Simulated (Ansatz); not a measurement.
The starting structures come from a database of crystals and need not be the phases stable at ambient conditions.

 Where the default PAW files enter, the runs use the earlier of Ansatz's two default sets.

Input:

```
K3S4Sb
1.0
    6.71684     0.00000     0.00000
   -2.23895     6.33270     0.00000
    2.23895     3.16635     5.48428
K Sb S
3 1 4
Cartesian
  4.47789   1.58317   2.74214
  0.00000   4.74952   2.74214
  2.23895   3.16635   0.00000
  0.00000   0.00000   0.00000
  3.02535   4.27850   3.55798
  4.35762   0.00000   0.00000
  0.78641   1.11215   1.92630
 -1.45254   4.10840   0.00000
```

Space group of this cell: I-43m. The cell is taken as given.

Transport runs along the normal of the first two printed cell vectors, the (110) plane of the conventional cell.

The gap is the functional's own. No spin-orbit coupling. Mid-gap values are interpolated on the energy grid.

**Question.** Estimate the band gap and the smallest decay constant κ at mid-gap that PBEsol in Ansatz (a first-principles code) returns for this system.

**Answer.** Gap 2.14 eV on a 6×6×6 mesh; κ = 0.234 1/Å, at the zone centre.
